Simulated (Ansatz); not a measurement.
## Hypothetical anti-perovskite Mg3PbO, response to strain

Take Mg3PbO in the anti-perovskite structure (space group Pm-3m, No. 221; a = 4.385 Å; a hypothetical phase, not in the database extracts checked) as the base. Axes: x, y, z lie along the cube axes.

Strains are applied to the cell and any free atomic positions relax; under biaxial strain the out-of-plane vector relaxes too; under stress the whole cell relaxes.

Levels (all Ansatz, a quantum-chemistry and plane-wave program, PAW): PBEsol (420 eV, no spin-orbit coupling); r2SCAN (500 eV, no spin-orbit coupling).

Pressures by level, all at the geometries relaxed with PBEsol:

```csv
case,PBEsol,r2SCAN
base,0.0 GPa,-0.4 GPa
"biaxial strain +1.64 %, plane normal [001], relaxed out of plane",-1.3 GPa,…
isotropic strain +4.33 %,-6.7 GPa,…
isotropic strain +4.81 %,-7.2 GPa,…
"uniaxial stress, 1 GPa tension along x",-0.3 GPa,-0.8 GPa
```

Question: Complete the table.

Answer: 
- biaxial strain +1.64 %, plane normal [001], relaxed out of plane, r2SCAN: -1.8 GPa
- isotropic strain +4.33 %, r2SCAN: -7.4 GPa
- isotropic strain +4.81 %, r2SCAN: -8.0 GPa

Single points use the geometry relaxed with PBEsol. Their cutoffs differ, which shifts pressures a little. Without a gap, meshes like the base's 11×11×11 leave anisotropic stresses uncertain by several tenths of a GPa, and small strain energies with them. Stability under load was not tested beyond the relaxation. All final runs are without spin polarisation.
